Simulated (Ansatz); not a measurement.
Base system: Hf in the hcp (Mg type) structure (space group P6_3/mmc, No. 194; a = 3.1174 Å, c = 4.9501 Å; relaxed with 0.1 eV smearing). Axes: x lies along a and z along c of the hexagonal cell.

The values are results of plane-wave PAW DFT at the LDA level (Ansatz, a quantum-chemistry and plane-wave program, 420 eV), spin-orbit coupling left out, not measurements.

Now apply this change: the cell is compressed by 3.00 % along x with no lateral relaxation; the atoms relax in the strained cell.

### Question
Predict the stress tensor and what it implies for the stiffness.

### Answer
Stress of the strained cell less that of the base (GPa, compression positive):
```
    6.1     0.0     0.0
    0.0     2.6     0.0
    0.0     0.0     2.5
```

Then −Δσ_ii/ε with ε = -0.0300 gives secant stiffness values (nonlinear terms included at this strain): C11 ≈ 204 GPa, C12 ≈ 88 GPa and C13 ≈ 84 GPa.

As a check, the harmonic strain energy −½ V₀ Δσ:ε is 12 meV/atom; the computed energy rise is 12 meV/atom.

No phonon test of stability was made. All final runs are without spin polarisation.
